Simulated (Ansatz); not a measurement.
Candidates (primitive cells; geometry: cell and atoms relaxed with PBEsol):
A. CuCl (F-43m), a = b = c = 3.741 Å, α = β = γ = 60.00°
B. Li2O2 (P6_3/mmc), a = 3.1231 Å, b = 3.1231 Å, c = 7.5645 Å, α = 90.00°, β = 90.00°, γ = 120.00°
C. ScF$_{3}$ (Pm-3m), a = 4.0205 Å, b = 4.0205 Å, c = 4.0205 Å, α = 90.00°, β = 90.00°, γ = 90.00°
D. KMgF3 (Pm-3m), a = b = c = 3.991 Å, α = β = γ = 90.00°

### Question
Order them by Seebeck coefficient, n-type 1e19 cm⁻³ (lowest first) at the level PBEsol, rigid bands run with Ansatz (a program for electronic structure).

### Answer
C (-545 μV/K), B (-329 μV/K), D (-217 μV/K), A (-126 μV/K)

Seebeck coefficients are for the stated density at 300 K, with one relaxation time for all states and whether or not that doping can be reached. Spin-orbit coupling is left out.

Formula and space group known from diffraction (Crystallography Open Database), not checked to be the room-temperature form: KMgF3 (Pm-3m), Li2O2 (P6_3/mmc), ScF3 (Pm-3m).
